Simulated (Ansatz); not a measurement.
Crystal: MgO (Fm-3m, rock salt, 2 atoms a cell, 9.2 Å³ an atom); both levels run on this one cell.

Complex bands along the normal of (111) by Ansatz (plane waves, PAW, no spin-orbit coupling). r2SCAN gives a gap of 5.76 eV and a slowest mid-gap decay of 0.362 1/Å.

Problem. What does PBE give on the same cell, and what does that do to the current through 2 nm?

Solution. Gap 4.87 eV, κ = 0.327 1/Å. The mid-gap transmission through 2 nm changes by exp(2 × 20 × (0.362 − 0.327)) = a factor of 4.1 against r2SCAN.

Ansatz is a first-principles code.
